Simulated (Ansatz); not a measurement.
CsCl-type SmAg was calculated with r²SCAN (PAW; Ansatz, a first-principles code).

Run with plane-wave cutoff 500 eV, 16×16×16 k mesh, Fermi–Dirac smearing 0.1 eV, spin-polarised start, scalar-relativistic PAW data made under PBE.

Computed at the level's own relaxed cell.

Task: What does this level give for the volume per atom and lattice constant a?

Result: 
- volume per atom: 27.18 Å³/atom
- lattice constant a: 3.788 Å

Note: the magnetic order was assumed, not searched for or taken from measurement; the 4f shell is treated without U or exact exchange, so its levels and filling can be wrong; the volume lies 10 % above that of the published cell.

Spin–orbit coupling is not included.

Static lattice: no zero-point or thermal effects.

Cost on a shared machine: very roughly 5 core-minutes.
